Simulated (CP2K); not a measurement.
CP2K run on Tl (P6_3/mmc, 2 atoms in the cell): self-consistent single point.

Computed with LDA (Pade form), GPW, DZVP-MOLOPT-SR-GTH basis, GTH-PADE potentials (GTH_POTENTIALS) (CP2K 2026.2).

```xyz
2
Lattice="3.5652 0.0000 0.0000 -1.7826 3.0875 0.0000 0.0000 0.0000 5.7561" Properties=species:S:1:pos:R:3 pbc="T T T"
Tl     0.0000     2.0584     1.4390
Tl     1.7826     1.0292     4.3171
```

Reference input (self-consistent single point, DFT PBE, GPW, DZVP-MOLOPT-SR-GTH basis, GTH-PBE potentials (GTH_POTENTIALS)): CUTOFF = 500 Ry; REL_CUTOFF = 50 Ry; SMEAR/METHOD = FERMI_DIRAC; ELECTRONIC_TEMPERATURE = 580.23 K; KPOINTS/SCHEME = MONKHORST-PACK 9 9 5; XC_FUNCTIONAL = PBE; Tl/BASIS_SET = DZVP-MOLOPT-SR-GTH-q13; Tl/POTENTIAL = GTH-PBE-q13; METHOD = GPW; EPS_DEFAULT = 1e-10; NGRIDS = 5; SCF_GUESS = ATOMIC. This run's input differs from it in these lines:

```diff
@@ -42,3 +42,3 @@
     &XC
-      &XC_FUNCTIONAL PBE
+      &XC_FUNCTIONAL PADE
       &END XC_FUNCTIONAL
@@ -73,3 +73,3 @@
       BASIS_SET DZVP-MOLOPT-SR-GTH-q13
-      POTENTIAL GTH-PBE-q13
+      POTENTIAL GTH-PADE-q13
     &END KIND
```

The program printed (abridged):

```
 SCF WAVEFUNCTION OPTIMIZATION

  Step     Update method      Time    Convergence         Total energy    Change
     1 NoMix/Diag. 0.30E+00      -     0.49396518      -100.0428062152 -1.00E+02
     2 Broy./Diag. 0.30E+00      -     0.02199328      -100.5143159211 -4.72E-01
     3 Broy./Diag. 0.30E+00      -     0.02734240      -100.1514763177  3.63E-01
     4 Broy./Diag. 0.30E+00      -     0.00370673       -99.9817640602  1.70E-01
     5 Broy./Diag. 0.30E+00      -     0.00048861       -99.9848304462 -3.07E-03
     6 Broy./Diag. 0.30E+00      -     0.00000903       -99.9874687646 -2.64E-03
     7 Broy./Diag. 0.30E+00      -     0.00001099       -99.9875653875 -9.66E-05
     8 Broy./Diag. 0.30E+00      -     0.00000051       -99.9875695341 -4.15E-06
  *** SCF run converged in     8 steps ***

  Overlap energy of the core charge distribution:               0.00000000000000
  Self energy of the core charge distribution:               -173.36007203558330
  Core Hamiltonian energy:                                     50.49415249179989
  Hartree energy:                                              35.93483376503406
  Exchange-correlation energy:                                -13.05593101414134
  Electronic entropic energy:                                  -0.00055274072710
  Fermi energy:                                                 0.21419193356625

  Total energy:                                               -99.98756953412787
  Total energy (extrapolated to T->0):                        -99.98729316376432

                     Mulliken Population Analysis

   [... lines left out ...]

 STRESS| Analytical stress tensor [bar]
 STRESS|                        x                   y                   z
 STRESS|      x       -3.68236856322E+04  -7.51433495129E-01   7.95984421760E-08
 STRESS|      y       -7.51433495129E-01  -3.68246786448E+04  -3.75592746674E-07
 STRESS|      z        7.95984421760E-08  -3.75592746674E-07  -3.42360936059E+04
 STRESS| 1/3 Trace                                            -3.59614859610E+04
```

The run converged in 8 iterations. Against the reference run the pressure goes from 0.39 to -3.60 GPa.

The starting cell comes from a database of computed structures (which also holds hypothetical and non-ambient phases and stackings), without a prior relaxation at this level. Its lattice was rescaled by a random factor within 2.5 % of one. Values carry the incompleteness of an atom-centred basis. With a pressure of about -4 GPa the cell is away from its equilibrium volume at this level.
